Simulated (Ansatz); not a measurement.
Ansatz (an electronic-structure program) run on NaCd4As3 (R-3m, 8 atoms in the cell): self-consistent single point.

Computed with PBEsol, default PAW files made with PBE (plane waves; Ansatz).

```
CELL_PARAMETERS angstrom
      2.26824     1.30957    11.36298
     -2.26824     1.30957    11.36298
      0.00000    -2.61914    11.36298
ATOMIC_POSITIONS crystal
  Na 0.50000 0.50000 0.50000
  Cd 0.09547 0.09547 0.09547
  Cd 0.90453 0.90453 0.90453
  Cd 0.29918 0.29918 0.29918
  Cd 0.70082 0.70082 0.70082
  As 0.21980 0.21980 0.21980
  As 0.78020 0.78020 0.78020
  As 0.00000 0.00000 0.00000
```

Reference input (self-consistent single point, DFT, PBEsol, plane waves, default PAW files made with PBE): basis.ecutwfc = 420 eV; kpoints.mp_grid.grid = 6 6 6; hamiltonian.xc = pbesol; hamiltonian.pseudopotentials = {kind: paw} (the program's default PAW files); scf.occupations.method = fermi_dirac; scf.occupations.width = 0.1 eV. This run's input differs from it in these lines:

Ansatz 0.2 input:
```diff
@@ -22,3 +22,3 @@
 scf:
-  occupations: { method: fermi_dirac, width: 0.1 }
+  occupations: { method: fermi_dirac, width: 0.15 }
 output:
```

Output (repeated stretches shortened):

```
SCF iter   1: F=—  HF=-48652.510393 eV  |F-HF|=—  |Δ(HF+E_count)|=         —  Δρ=4.60e-3  dr2=6.01e-2  ethr=1.77e-3  ⟨swp⟩=6.2  Hψ=9392  notcnv=0  defer=33
all-band conjugate gradients solve this SCF's bands
preconditioner: auto → LDOS
SCF iter   2: F=—  HF=-48652.510489 eV  |F-HF|=—  |Δ(HF+E_count)|=   9.62e-5  Δρ=4.74e-3  dr2=4.69e-2  ethr=4.49e-5  ⟨swp⟩=2.0  Hψ=5600  notcnv=0  defer=89
   [... lines left out ...]
SCF iter   4: F=—  HF=-48652.491138 eV  |F-HF|=—  |Δ(HF+E_count)|=   5.05e-4  Δρ=1.77e-4  dr2=1.25e-4  ethr=2.01e-6  ⟨swp⟩=2.0  Hψ=3484  notcnv=0  defer=89
SCF iter   5: F=—  HF=-48652.491106 eV  |F-HF|=—  |Δ(HF+E_count)|=   3.20e-5  Δρ=6.09e-5  dr2=1.15e-5  ethr=9.34e-8  ⟨swp⟩=2.0  Hψ=3524  notcnv=0  defer=89
SCF iter   6: F=—  HF=-48652.491205 eV  |F-HF|=—  |Δ(HF+E_count)|=   9.87e-5  Δρ=1.43e-5  dr2=3.32e-7  ethr=8.61e-9  ⟨swp⟩=2.0  Hψ=3483  notcnv=0  defer=85
SCF iter   7: F=-48652.491205 eV  HF=-48652.491205 eV  |F-HF|=1.74e-8  |Δ(HF+E_count)|=   8.42e-8  Δρ=3.84e-6  dr2=1.96e-8  ethr=7.46e-11  ⟨swp⟩=9.3  Hψ=11246  notcnv=0
SCF 1 converged in 7 iterations: F = -48652.491205 eV  dr2 = 1.96e-8
Free energy (F): -48652.491205 eV
Internal energy: -48652.419621 eV  (E = F + TS)
E sigma→0 (E₀):  -48652.455413 eV
Entropy (-TS):   -0.071585 eV (-8.948 meV/atom)
Fermi energy:    9.048093 eV
--- Forces (eV/Å), atoms counted from 1 ---
  atom   1  Na    -0.00000000    -0.00000000     0.00000000
  atom   2  Cd     0.00000000    -0.00000000    -0.04445809
  atom   3  Cd    -0.00000000     0.00000000     0.04445809
  atom   4  Cd    -0.00000000    -0.00000000    -0.00178150
  atom   5  Cd     0.00000000     0.00000000     0.00178150
  atom   6  As     0.00000000     0.00000000     0.25343927
  atom   7  As    -0.00000000    -0.00000000    -0.25343927
  atom   8  As     0.00000000     0.00000000     0.00000000
--- Stress (GPa, compression-positive) ---
       -2.832249       0.000000      -0.000000
        0.000000      -2.832249       0.000000
       -0.000000       0.000000      -2.622948
  P = ⅓ Tr σ = -2.7625 GPa (-27.625 kbar)
  The stress holds the Pulay correction. Without it, at fixed plane waves, as pw.x and ABINIT print it: P = -2.7892 GPa
```

The run converged in 7 iterations. Against the reference run the free energy goes down by 2.2 meV/atom, the pressure hardly changes (-2.79 to -2.76 GPa) and the largest force goes from 0.264 to 0.253 eV/Å.

The starting cell comes from a database of computed structures (which also holds hypothetical and non-ambient phases and stackings), without a prior relaxation at this level. Its lattice was rescaled by a random factor within 2.5 % of one. Ansatz's pressure includes its estimate of the finite-basis (Pulay) stress. The run gives no clean gap (levels at the Fermi energy touch, overlap or are partly filled at this smearing), which alone does not show that the compound is a metal.
